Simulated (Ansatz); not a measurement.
Given:

```xyz
2
Lattice="2.5961 0.0000 0.0000 0.0000 2.5961 0.0000 1.2981 -1.2981 1.7872" Properties=species:S:1:pos:R:3 pbc="T T T"
N      1.2981     0.0000     0.8936
B      0.0000     0.0000     0.0000
```

No spin polarisation.

A single point on BN with a change (biaxial strain +1.84 %, plane normal [001], relaxed out of plane), its geometry relaxed with PBEsol.

All numbers come from r2SCAN (Ansatz, a program for electronic structure; PAW; 500 eV plane waves; without spin-orbit coupling), earlier PAW set. Γ-centred 16×16×16 mesh, Fermi–Dirac width 0.05 eV.

Question: Predict the band gap, electron mass, gap character and width of the top valence band.

Answer: The band gap is 4.49 eV and the electron mass comes out as 0.84 mₑ along k, 0.30 mₑ across (at M). The gap character is indirect, Γ → M and the width of the top valence band comes out as 6.72 eV.

Single points use the geometry relaxed with PBEsol. Effective masses come from finite differences of ±0.01 Å⁻¹. Along k means along the line from Γ to the band edge. No phonon test of stability was made. The cell was made from BN in the zinc blende structure (space group F-43m, No. 216) by this change: biaxial strain +1.84 %, plane normal [001], relaxed out of plane.
